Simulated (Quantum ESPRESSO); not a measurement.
Input and output of a self-consistent single point for RuS2 (Pa-3, 12 atoms in the cell) (Quantum ESPRESSO).

Method of the run: PBE, PseudoDojo standard norm-conserving (PBE) pseudopotentials (plane waves; Quantum ESPRESSO).

```xyz
12
Lattice="5.5456 0.0000 0.0000 0.0000 5.5456 0.0000 0.0000 0.0000 5.5456" Properties=species:S:1:pos:R:3 pbc="T T T"
Ru     0.0000     2.7728     2.7728
Ru     2.7728     2.7728     0.0000
Ru     2.7728     0.0000     2.7728
Ru     0.0000     0.0000     0.0000
S      2.1528     0.6200     4.9256
S      3.3928     4.9256     0.6200
S      0.6200     4.9256     2.1528
S      4.9256     0.6200     3.3928
S      4.9256     2.1528     0.6200
S      0.6200     3.3928     4.9256
S      3.3928     3.3928     3.3928
S      2.1528     2.1528     2.1528
```

Reference input (self-consistent single point, DFT, PBE, plane waves, PseudoDojo standard norm-conserving (PBE) pseudopotentials): ecutwfc = 85 Ry; occupations = smearing; smearing = gaussian; degauss = 0.0036749 Ry; potentials = {Ru: Ru.upf, S: S.upf}; K_POINTS = automatic 3 3 3 0 0 0; conv_thr = 1e-09 Ry. This run's input differs from it in these lines:

```diff
@@ -38,3 +38,3 @@
 K_POINTS automatic
-3 3 3  0 0 0
+6 6 6  0 0 0
```

Log, with long lists cut:

```
     Self-consistent Calculation

     iteration #  1     ecut=    85.00 Ry     beta= 0.70

     Threshold (ethr) on eigenvalues was too large:
     Diagonalizing with lowered threshold

     total energy              =    -984.90921917 Ry
     estimated scf accuracy    <       0.62476222 Ry

     iteration #  2     ecut=    85.00 Ry     beta= 0.70

     total energy              =    -984.77951520 Ry
     estimated scf accuracy    <       2.27897982 Ry

     iteration #  3     ecut=    85.00 Ry     beta= 0.70

     total energy              =    -985.17198939 Ry
     estimated scf accuracy    <       0.01667712 Ry

   [... 5 blocks of this kind left out ...]

     iteration #  9     ecut=    85.00 Ry     beta= 0.70

     total energy              =    -985.17637884 Ry
     estimated scf accuracy    <          5.5E-09 Ry

     iteration # 10     ecut=    85.00 Ry     beta= 0.70
     End of self-consistent calculation

     the Fermi energy is    14.5505 ev

!    total energy              =    -985.17637884 Ry
     estimated scf accuracy    <          1.1E-10 Ry
     smearing contrib. (-TS)   =      -0.00000000 Ry
     internal energy E=F+TS    =    -985.17637884 Ry

     convergence has been achieved in  10 iterations

     Forces acting on atoms (cartesian axes, Ry/au):

     atom    1 type  1   force =     0.00000000   -0.00000000   -0.00000000
     atom    2 type  1   force =    -0.00000000    0.00000000    0.00000000
     atom    3 type  1   force =    -0.00000000    0.00000000    0.00000000
     atom    4 type  1   force =     0.00000000    0.00000000    0.00000000
     atom    5 type  2   force =    -0.00555486    0.00555486   -0.00555486
   [... lines left out ...]

     Total force =     0.027213     Total SCF correction =     0.000011

          total   stress  (Ry/bohr**3)                   (kbar)     P=      110.98
   0.00075446   0.00000000   0.00000000          110.98        0.00        0.00
   0.00000000   0.00075446   0.00000000            0.00      110.98        0.00
   0.00000000   0.00000000   0.00075446            0.00        0.00      110.98

   JOB DONE.
```

The run converged in 10 iterations. Against the reference run the free energy rises by 1.2 meV/atom, the pressure hardly changes (11.06 to 11.10 GPa), the largest force moves little (0.242 to 0.247 eV/Å) and the gap on the mesh goes from 0.816 to 0.728 eV.

The starting cell comes from a database of computed structures (which also holds hypothetical and non-ambient phases and stackings), without a prior relaxation at this level. Its lattice was rescaled by a random factor within 2.5 % of one. With a pressure of about 11 GPa the cell is away from its equilibrium volume at this level.

Cost on one core of a shared machine: roughly 5 min.
